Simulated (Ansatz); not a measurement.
## CsPbBr$_{3}$ in the cubic perovskite structure (space group Pm-3m, No. 221)

```cif
data_Br3CsPb
_chemical_formula_sum 'Cs1 Pb1 Br3'
_space_group_name_H-M_alt 'P 1'
_space_group_IT_number 1
_cell_length_a 5.87206
_cell_length_b 5.87206
_cell_length_c 5.87206
_cell_angle_alpha 90.000
_cell_angle_beta 90.000
_cell_angle_gamma 90.000
loop_
_space_group_symop_operation_xyz
  'x, y, z'
loop_
_atom_site_label
_atom_site_type_symbol
_atom_site_fract_x
_atom_site_fract_y
_atom_site_fract_z
_atom_site_occupancy
Cs1 Cs 0.00000 0.00000 0.00000 1
Pb1 Pb 0.50000 0.50000 0.50000 1
Br1 Br 0.00000 0.50000 0.50000 1
Br2 Br 0.50000 0.50000 0.00000 1
Br3 Br 0.50000 0.00000 0.50000 1
```

Computed with PBEsol/PAW in Ansatz (a quantum-chemistry and plane-wave program), no SOC, earlier PAW set. k-mesh 6×6×6 (Γ-centred); smearing 0.05 eV (Fermi–Dirac).

```yaml
volume_per_atom: 40.50 Å³
density: 4.76 g/cm³
band_gap: 1.44 eV, direct at R
Electron mass (degenerate bands, along [100]): 0.077, 0.74, 0.74 mₑ
hole_mass: 0.13 mₑ
Lowest conduction-band minima above the VBM: R along ⟨111⟩ 1.44 eV; Γ 2.89 eV
total_energy: -5111.773 eV/atom (σ→0; compares only within this code and set-up)
```

With Pb present, leaving out spin-orbit coupling can change the band edges. Masses are band curvatures over ±0.01 Å⁻¹ around the edge. No phonon test of stability was made. Many cubic perovskites are stable only at high temperature; tilts and polar distortions were not tested. This is not the structure that CsPbBr3 has at room temperature and ambient pressure.
